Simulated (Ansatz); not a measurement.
## A computed series for Be: response to strain

Start from Be in the hcp (Mg type) structure (space group P6_3/mmc, No. 194; a = 2.263 Å, c = 3.566 Å; relaxed with 0.1 eV smearing).

Strains are applied to the cell and any free atomic positions relax.

Method: PBE (Ansatz, a program for electronic structure), no spin-orbit coupling.

Notes on the quantities. energy relative to the base: free energy F.

| isotropic strain (%) | energy relative to the base (meV/atom) |
|---|---|
| -3 | 26.4 |
| -2.5 | 18.1 |
| -1 | 2.8 |
| -0.5 | 0.7 |
| 0 | 0.0 |
| 1 | ? |
| 1.5 | 6.0 |
| 2.5 | 16.2 |
| 3 | 23.0 |

Question: Fit ΔE = Aε² + Bε³ (ε in %) to the rows shown and predict the withheld row.

Answer: Least squares on the printed values gives A = 2.74 and B = -0.062 meV/atom (largest residual 0.0 meV/atom); this predicts 2.7 meV/atom, and the run gives 2.7 meV/atom, in agreement.

Whether these cells are dynamically stable was not tested.
